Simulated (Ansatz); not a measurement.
ZnSe (R3m): band-edge transport data

Given:

```xyz
2
Lattice="0.0370 2.8204 2.8204 2.8204 0.0370 2.8204 2.8204 2.8204 0.0370" Properties=species:S:1:pos:R:3 pbc="T T T"
Zn     0.0068     0.0068     0.0068
Se     1.4126     1.4126     1.4126
```

The numbers are results of PBE with spin-orbit coupling, rigid bands (plane waves, PAW; Ansatz, a program for electronic structure), not measurements. Condition of this run: biaxial stress in (111) of 1.6 GPa (compression positive) (the target of the relaxation). How the cell was made: cell and atoms relaxed with PBEsol, then loaded as said.

```yaml
band_gap: 1.25 eV
electron conductivity mass (300 K, dilute): 0.111 mₑ
hole conductivity mass (300 K, dilute): 0.55 mₑ
effective density of states N_c (300 K): 9.0e17 cm⁻³
effective density of states N_v (300 K): 1.1e19 cm⁻³
density_of_states_mass_electrons: 0.109 mₑ
density_of_states_mass_holes: 0.56 mₑ
Seebeck coefficient, n-type 1e19 cm⁻³, 300 K: -70 μV/K
Seebeck coefficient, p-type 1e19 cm⁻³, 300 K: 261 μV/K
```

Rigid bands; masses and Seebeck coefficients take one relaxation time τ for all states and one kind of carrier; polarons and phonon drag are left out. Geometry: cell and atoms relaxed with PBEsol.
